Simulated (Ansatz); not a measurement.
Abridged Ansatz (a first-principles code) output:

```
Relaxation: its limit of steps is 30 (relax.max_steps)
Pseudopotential: Ge, paw, valence charge 14
Pseudopotential: S, paw, valence charge 6
Crystal: 8 atoms, lattice volume = 147.890 Å³
Basis set: ecut = 420 eV, 2873 PW (Γ), exchange–correlation on 144×50×54 points (8 copies of the dense FFT grid, shifted against one another)
Bands: 48, of which v1, the nominal top of the filled ones, is band 39 counted from 1 (38 counted from 0)
Symmetry: 8 space group operations
k-points: 147 of 780
Functional: x = pbesol(κ = 0.804, μ = 0.12345679012345678), c = pbesol(β = 0.046)
SCF iter   1: F=—  HF=-20568.262752 eV  |F-HF|=—  |Δ(HF+E_count)|=         —  Δρ=4.22e-2  dr2=2.40e0  ethr=1.77e-3  ⟨swp⟩=6.3  Hψ=26905  notcnv=0  defer=9
SCF iter   2: F=—  HF=-20567.494265 eV  |F-HF|=—  |Δ(HF+E_count)|=   7.68e-1  Δρ=1.81e-2  dr2=4.59e-1  ethr=1.77e-3  ⟨swp⟩=2.0  Hψ=14877  notcnv=0  defer=415
SCF 1 converged in 10 iterations: F = -20567.244668 eV  dr2 = 8.51e-11
relax step   1: F+E_penalty+E_count = -20567.24466789 eV  Δ(F+E_penalty+E_count) = +0.000e0 eV  max|allowed force component| = 1.067e-1 eV/Å  Δτ_max = 0.0000 Å  (10 SCF iters, accepted)
Crystal: 8 atoms, lattice volume = 147.890 Å³
SCF iter   1: F=—  HF=-20567.254870 eV  |F-HF|=—  |Δ(HF+E_count)|=         —  Δρ=4.10e-3  dr2=1.26e-2  ethr=1.55e-5  ⟨swp⟩=2.0  Hψ=21717  notcnv=0  defer=417
SCF iter   2: F=—  HF=-20567.251527 eV  |F-HF|=—  |Δ(HF+E_count)|=   3.34e-3  Δρ=2.12e-3  dr2=3.68e-3  ethr=1.55e-5  ⟨swp⟩=2.3  Hψ=9218  notcnv=0  defer=417
SCF 2 converged in 9 iterations: F = -20567.250477 eV  dr2 = 6.84e-11
relax step   2: F+E_penalty+E_count = -20567.25047668 eV  Δ(F+E_penalty+E_count) = -5.809e-3 eV  max|allowed force component| = 5.727e-2 eV/Å  Δτ_max = 0.0385 Å  (9 SCF iters, accepted)
Crystal: 8 atoms, lattice volume = 147.890 Å³
SCF iter   1: F=—  HF=-20567.253957 eV  |F-HF|=—  |Δ(HF+E_count)|=         —  Δρ=2.66e-3  dr2=4.29e-3  ethr=3.55e-5  ⟨swp⟩=4.3  Hψ=18091  notcnv=0  defer=416
SCF iter   2: F=—  HF=-20567.252600 eV  |F-HF|=—  |Δ(HF+E_count)|=   1.36e-3  Δρ=1.33e-3  dr2=1.09e-3  ethr=5.44e-6  ⟨swp⟩=2.5  Hψ=11456  notcnv=0  defer=416
SCF 3 converged in 8 iterations: F = -20567.252198 eV  dr2 = 1.59e-10
relax step   3: F+E_penalty+E_count = -20567.25219761 eV  Δ(F+E_penalty+E_count) = -1.721e-3 eV  max|allowed force component| = 2.322e-2 eV/Å  Δτ_max = 0.0171 Å  (8 SCF iters, accepted)
Crystal: 8 atoms, lattice volume = 147.890 Å³
[...]
  E_disp       = -2.354473  (pairwise vdW)
--- Forces (eV/Å), atoms counted from 1 ---
  atom   1  Ge    -0.00455849     0.00000000    -0.00030533
  atom   2  Ge     0.00455849     0.00000000    -0.00030533
  atom   3  Ge     0.00455849     0.00000000     0.00030533
  atom   4  Ge    -0.00455849     0.00000000     0.00030533
  atom   5  S      0.00079912     0.00000000     0.00093150
  atom   6  S     -0.00079912     0.00000000     0.00093150
  atom   7  S     -0.00079912     0.00000000    -0.00093150
  atom   8  S      0.00079912     0.00000000    -0.00093150
--- Stress (GPa, compression-positive) ---
        0.528139       0.000000       0.000000
        0.000000      -3.708532      -0.000000
        0.000000      -0.000000       1.012234
  P = ⅓ Tr σ = -0.7227 GPa (-7.227 kbar)
--- Relaxed structure (5 steps of the walk, 5 accepted, 0 SCFs on fresh bases) ---
  atoms:
    - { symbol: Ge, position: [0.1164277180112631, 0.25, 0.10978548535193024] }
    - { symbol: Ge, position: [0.3835722819887369, 0.75, 0.6097854853519302] }
    - { symbol: Ge, position: [0.8835722819887369, 0.75, 0.8902145146480701] }
    - { symbol: Ge, position: [0.6164277180112631, 0.25, 0.3902145146480699] }
    - { symbol: S, position: [0.8524710241878728, 0.25, 0.499267053957585] }
    - { symbol: S, position: [0.6475289758121272, 0.75, 0.9992670539575852] }
    - { symbol: S, position: [0.1475289758121272, 0.75, 0.5007329460424151] }
    - { symbol: S, position: [0.35247102418787285, 0.25, 0.000732946042415098] }
```

Q: What was computed, and what are the main results?

A: GeS, 8 atoms in the cell, with DFT with PBEsol-D3(BJ), PAW potentials and a 420 eV plane-wave cutoff in Ansatz, spin-orbit coupling left out. The last SCF converged to F = -20567.252375 eV, or -2570.9065 eV per atom. The total energy compares only with runs of the same code, potentials and settings.

Carriers are added with a uniform compensating background; total energy and stress of such cells depend on the potential's zero and are not compared; many-body gap narrowing is missing at this level. Whether these cells are dynamically stable was not tested. The cell was made from GeS in the GeS type structure (space group Pnma, No. 62; layered, stacked along the Cartesian x axis) by this change: holes 7.0×10^21 cm⁻³.

Keys are those of Ansatz 0.2.
